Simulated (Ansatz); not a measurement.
Functionals compared on the (111) surface of fcc Pt in its 1x1 cell, outermost plane spacing 2.29 Å in the ideal cut, in Ansatz (plane waves, PAW). The structure was relaxed with PBE; the other rows are single points on it, each with its references at the same level. Cutoff 420 eV (500 eV for r2SCAN).

Set-up: 6 atoms, 11.5 Å thick at the start; mesh 15x15x1; 0.1 eV smearing; dipole correction on; all atoms relaxed; held to the start's symmetry, so lower structures may exist; no spin, no spin-orbit, no U. These notes are the PBE run's.

```
functional  surface energy (J/m²)  work function of the top face (eV)          rough cost of the single point
----------  ---------------------  ----------------------------------  --------------------------------------
PBE                          1.47                                5.69                                       –
LDA                          2.11                                6.08          around 30 core-seconds (rough)
PBEsol                       1.91                                5.83            very roughly 30 core-seconds
RPBE                            ?                                   ?                 roughly 30 core-seconds
r2SCAN                       1.71                                5.76  about 60 core-seconds (a rough figure)
```

Question: Fill in the missing entries.

Answer: 
- RPBE, surface energy (J/m²): 1.21
- RPBE, work function of the top face (eV): 5.53

Ansatz is a program for electronic structure.
